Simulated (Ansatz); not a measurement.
Structures of equal composition on the (111) surface of fcc Rh: a pseudomorphic layer of Ni in the host's stacking; a pseudomorphic layer of Ni in the other hollow. The slabs share one bottom face, and each structure is named by its start. These are constructed structures in small cells; real faces may alloy, dewet or reconstruct in larger ones, and not all known structures of the face are among them. Slabs of about 11 Å, Fermi-Dirac smearing of 0.1 eV. Bottom of the slabs: a bare face, its two planes held. Relaxed from the named starts with such symmetry as they have, on meshes of like density; energies extrapolated to zero smearing; spin only where a row says so; no spin-orbit coupling, no U. Brackets mark spin-polarised runs, whose order is one that fits the cell.

Method: PBE (plane waves to 420 eV, PAW; Ansatz, an electronic-structure program).

Problem. Put the candidates in order of energy per 1x1 cell, lowest first, for PBE.

Solution. a pseudomorphic layer of Ni in the host's stacking (0.000 eV [spin, 1.0 μB a cell]), a pseudomorphic layer of Ni in the other hollow (0.033 eV [spin, 1.0 μB a cell])
